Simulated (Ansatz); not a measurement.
Data:

```xyz
4
Lattice="3.3016 0.0000 0.0000 -1.6508 2.8593 0.0000 0.0000 0.0000 4.1410" Properties=species:S:1:pos:R:3 pbc="T T T"
Al     0.0000     1.9062     3.1058
Al     1.6508     0.9531     1.0353
N      0.0000     1.9062     1.0353
N      1.6508     0.9531     3.1058
```

No spin polarisation.

A single point on AlN, its geometry relaxed with PBEsol.

Method: r2SCAN (Ansatz, a program for electronic structure), no SOC. Γ-centred 11×11×8 mesh, Fermi–Dirac width 0.05 eV.

### Question
What is the computed gap character?

### Answer
Direct at Γ.

### Question
What width of the top valence band does the calculation give?

### Answer
2.79 eV.

### Question
Estimate the hole mass.

### Answer
0.29 mₑ along c, 0.89 mₑ across (at Γ).

### Question
What is the computed band gap?

### Answer
3.98 eV.

Single points use the geometry relaxed with PBEsol. Masses are band curvatures over ±0.01 Å⁻¹ around the edge. Stability against distortions was not tested. The cell is AlN (space group P6_3/mmc, No. 194; a cell from a computed database, its experimental status unchecked). This is not the structure that AlN has at room temperature and ambient pressure.
